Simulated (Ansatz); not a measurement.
Start from WC (space group P-6m2, No. 187; relaxed with 0.1 eV smearing).

```
CELL_PARAMETERS angstrom
      2.91268     0.00000     0.00000
     -1.45634     2.52245     0.00000
      0.00000     0.00000     2.83536
ATOMIC_POSITIONS crystal
  W  0.00000 0.00000 0.00000
  C  0.33333 0.66667 0.50000
```

Computed with r2SCAN (Ansatz, a first-principles code, PAW, scalar-relativistic without spin-orbit coupling).

Base values:

```
Quantity   Result
--------  -------
Pressure  0.0 GPa
Band gap     zero
```

The change: the cell is scaled by 1.0050 in all directions; the atoms relax in the strained cell.

Question: What happens to the energy relative to the base?

Answer: The energy increases by 2.9 meV/atom.

Question: What does the calculation give for the pressure after the change?

Answer: The pressure (mean of the normal stresses, compression positive) goes from zero to -5.9 GPa.

Question: Estimate the effect on the band gap.

Answer: The band gap remains zero.

Whether these cells are dynamically stable was not tested. The final runs are not spin-polarised.
